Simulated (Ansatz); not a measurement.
## Response to strain in WC

Consider WC (space group P-6m2, No. 187; a = 2.922 Å, c = 2.846 Å; relaxed with 0.1 eV smearing). Axes: x lies along a and z along c of the hexagonal cell.

Strains are applied to the cell and any free atomic positions relax.

Computed with PBE, PAW, 420 eV (Ansatz, an electronic-structure program; spin-orbit coupling left out).

Notes on the quantities. pressure: mean of the normal stresses, compression positive; energy relative to the base: free energy F.

```csv
case,pressure,energy relative to the base,volume per atom
base,0.0 GPa,0 meV/atom,10.53 Å³
uniaxial strain ε_zz = −3.00 %,14.2 GPa,+30 meV/atom,10.21 Å³
uniaxial strain ε_zz = −2.50 %,11.6 GPa,+20 meV/atom,10.26 Å³
uniaxial strain ε_zz = −2.00 %,9.2 GPa,+13 meV/atom,10.32 Å³
uniaxial strain ε_zz = −1.50 %,6.8 GPa,+7.2 meV/atom,10.37 Å³
uniaxial strain ε_zz = −1.00 %,4.4 GPa,+3.2 meV/atom,10.42 Å³
uniaxial strain ε_zz = +0.50 %,-2.1 GPa,+0.8 meV/atom,10.58 Å³
uniaxial strain ε_zz = +1.00 %,-4.1 GPa,+3.0 meV/atom,10.63 Å³
uniaxial strain ε_zz = +1.50 %,-6.1 GPa,+6.7 meV/atom,10.68 Å³
uniaxial strain ε_zz = +2.50 %,-9.8 GPa,+18 meV/atom,10.79 Å³
```

Whether these cells are dynamically stable was not tested. The final runs are not spin-polarised.
